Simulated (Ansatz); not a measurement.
Take Al in the diamond structure (space group Fd-3m, No. 227; a = 6.050 Å; a hypothetical phase, not in the database extracts checked; relaxed with 0.1 eV smearing) as the base. Axes: x, y, z lie along the cube axes.

Structures relaxed with PBE (Ansatz, a first-principles code), no spin-orbit coupling.

Base:

Simulated powder pattern, Cu Kα, λ = 1.54184 Å (kinematic, ideal powder, no thermal factors, no anomalous dispersion; the 14 strongest lines at most, above 2 %, up to 2θ = 90°):

| 2θ (°) | I/Imax (%) | hkl |
|---|---|---|
| 25.50 | 100 | (111) |
| 42.25 | 73 | (220) |
| 50.00 | 44 | (311) |
| 61.29 | 12 | (400) |
| 67.48 | 17 | (331) |
| 77.26 | 23 | (422) |
| 82.93 | 13 | (511) |

After one change:

Simulated powder pattern, Cu Kα, λ = 1.54184 Å (kinematic, ideal powder, no thermal factors, no anomalous dispersion; the 14 strongest lines at most, above 2 %, up to 2θ = 90°):

```json
[
 {"2θ (°)": "26.04", "I/Imax (%)": "100"},
 {"2θ (°)": "42.25", "I/Imax (%)": "26"},
 {"2θ (°)": "43.63", "I/Imax (%)": "47"},
 {"2θ (°)": "50.31", "I/Imax (%)": "31"},
 {"2θ (°)": "52.71", "I/Imax (%)": "13"},
 {"2θ (°)": "61.29", "I/Imax (%)": "8.3"},
 {"2θ (°)": "65.50", "I/Imax (%)": "3.4"},
 {"2θ (°)": "67.74", "I/Imax (%)": "6.1"},
 {"2θ (°)": "69.76", "I/Imax (%)": "11"},
 {"2θ (°)": "78.22", "I/Imax (%)": "16"},
 {"2θ (°)": "81.09", "I/Imax (%)": "7.2"},
 {"2θ (°)": "83.16", "I/Imax (%)": "6.8"},
 {"2θ (°)": "85.06", "I/Imax (%)": "3.2"},
 {"2θ (°)": "88.83", "I/Imax (%)": "2.9"}
]
```

Problem. Name the change that was made.
A. uniaxial strain ε_xx = −1.12 %
B. isotropic strain +1.11 %
C. isotropic strain −2.56 %
D. uniaxial strain ε_xx = −5.78 %

Solution. D, uniaxial strain ε_xx = −5.78 %. Its volume per atom is 26.08 Å³ against 27.68 Å³, and its space group is I4_1/amd (No. 141).

Stability against distortions was not tested.
